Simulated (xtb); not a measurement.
xtb 6.7.1, GFN1-xTB: Si(Me)2 cation (C[Si]C), charge +1, multiplicity 2, 9 atoms. The geometry is a generated start, not checked to be a minimum at this level.

```json
{
 "run_flags": "--grad",
 "method": "GFN1-xTB",
 "--acc": "1 (default)",
 "--etemp (K)": "300 (default)",
 "basis_functions": "30",
 "valence_electrons": "17"
}
```

```xyz
9

Si     0.0337    -0.0076     1.2619
C      0.5965     1.3511     0.0120
H      0.0659     2.2827     0.2056
H      0.4350     1.0908    -1.0359
H      1.6566     1.5657     0.1390
C     -0.6039    -1.3566     0.0428
H      0.2344    -1.8617    -0.4381
H     -1.2348    -0.9447    -0.7476
H     -1.1834    -2.1197     0.5603
```

Charge 1 and multiplicity 2 are set for this test and not shown to be the ground state. GFN-xTB has no spin term: --uhf 1 sets the occupations alone.

One run each on 1 thread. Values of broydamp tried: 0.02, 0.05, 0.1, 0.2, 0.4 (default), 0.6, 0.8, 1.

Task: How does the count of SCC iterations change with broydamp, and where is it least?

Result: Fewest SCC iterations, within one of each other: 0.4 (default) with 11, 0.6 with 10, 0.8 with 11. The count rises to 20 at 0.02. All converge to one solution.

```json
[
 {"broydamp": "0.02", "SCC iterations": "20", "end": "same solution"},
 {"broydamp": "0.05", "SCC iterations": "18", "end": "same solution"},
 {"broydamp": "0.1", "SCC iterations": "18", "end": "same solution"},
 {"broydamp": "0.2", "SCC iterations": "13", "end": "same solution"},
 {"broydamp": "0.4 (default)", "SCC iterations": "11", "end": "same solution"},
 {"broydamp": "0.6", "SCC iterations": "10", "end": "same solution"},
 {"broydamp": "0.8", "SCC iterations": "11", "end": "same solution"},
 {"broydamp": "1", "SCC iterations": "13", "end": "same solution"}
]
```
